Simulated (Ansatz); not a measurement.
C11b MoSi2 was calculated with PBEsol-D3(BJ) in Ansatz (PAW).

Input:

Ansatz 0.2 input:
```yaml
crystal:
  lattice:
    - [-1.5568690117, 1.5568690117, 3.825163745]
    - [1.5568690117, -1.5568690117, 3.825163745]
    - [1.5568690117, 1.5568690117, -3.825163745]
  atoms:
    - { symbol: Si, position: [0.665306815, 0.665306815, 0.0] }
    - { symbol: Si, position: [0.334693185, 0.334693185, 0.0] }
    - { symbol: Mo, position: [0.0, 0.0, 0.0] }
basis:
  ecutwfc: 520
  ecutrho_ratio: 4
  xc_grid: 2
kpoints:
  mp_grid: { grid: [24, 24, 24] }
hamiltonian:
  xc: pbesol
  dispersion: d3bj
  pseudopotentials: { kind: paw }
scf:
  occupations: { method: fermi_dirac, width: 0.05 }
output:
  forces: true
  stress: true
  eigenvalues: true
relax:
  f_tol: 0.004
  escape_saddle: false
  max_steps: 80
  cell: { stress_tol: 0.02, fix: [volume] }
```

The run printed, among other lines:

```
Relaxation: its limit of steps is 80 (relax.max_steps)
Crystal: 3 atoms, lattice volume = 37.086 Å³
Basis set: ecut = 520 eV, 1015 PW (Γ), FFT grids on a1+a3, a2+a3, a3, exchange–correlation on 48×48×72 points (8 copies of the dense FFT grid, shifted against one another)
Bands: 15, of which v1, the nominal top of the filled ones, is band 11 counted from 1 (10 counted from 0)
Symmetry: 16 space group operations
Space group: I4/mmm (ITA 139), of the structure as read, at distance tolerance 3.3e-5 Å
k-points: 1063 of 13824
Functional: x = pbesol(κ = 0.804, μ = 0.12345679012345678), c = pbesol(β = 0.046)
SCF iter   1: F=—  HF=-6143.847254 eV  |F-HF|=—  |Δ(HF+E_count)|=         —  Δρ=5.39e-3  dr2=8.57e-3
SCF iter   2: F=—  HF=-6143.845564 eV  |F-HF|=—  |Δ(HF+E_count)|=   1.69e-3  Δρ=2.88e-3  dr2=2.47e-3
  ...
SCF 1 converged in 6 iterations: F = -6143.844877 eV  dr2 = 3.08e-9
Crystal: 3 atoms, lattice volume = 37.086 Å³
Initial density: handed on by an earlier stage of this run
SCF 2 converged in 4 iterations: F = -6143.845583 eV  dr2 = 2.91e-8
Crystal: 3 atoms, lattice volume = 37.086 Å³
SCF 3 converged in 4 iterations: F = -6143.845635 eV  dr2 = 3.61e-9
Crystal: 3 atoms, lattice volume = 37.086 Å³
SCF 4 converged in 4 iterations: F = -6143.845642 eV  dr2 = 1.03e-9
Crystal: 3 atoms, lattice volume = 37.086 Å³
SCF iter   3: F=—  HF=-6143.845642 eV  |F-HF|=—  |Δ(HF+E_count)|=  2.91e-11  Δρ=4.47e-7  dr2=7.25e-11
SCF iter   4: F=-6143.845642 eV  HF=-6143.845642 eV  |F-HF|=0.00e0  |Δ(HF+E_count)|=  1.82e-11  Δρ=1.09e-7  dr2=2.06e-12
SCF 5 converged in 4 iterations: F = -6143.845642 eV  dr2 = 2.06e-12
SCF converged after 4 iterations
Free energy (F): -6143.845642 eV
Internal energy: -6143.843461 eV  (E = F + TS)
E sigma→0 (E₀):  -6143.844551 eV
Fermi energy:    17.453499 eV
--- Forces (eV/Å), atoms counted from 1 ---
  atom   1  Si     0.00000000    -0.00000000    -0.00005187
  atom   2  Si    -0.00000000    -0.00000000     0.00005187
  atom   3  Mo    -0.00000000     0.00000000     0.00000000
--- Stress (GPa, compression-positive) ---
       10.473672       0.000000      -0.000000
        0.000000      10.473672       0.000000
        0.000000      -0.000000      10.475208
  P = ⅓ Tr σ = 10.4742 GPa (104.742 kbar)
```

The cell is one volume of an energy–volume scan, off the minimum.

The PAW data were made under PBE.

Ansatz is a first-principles code.
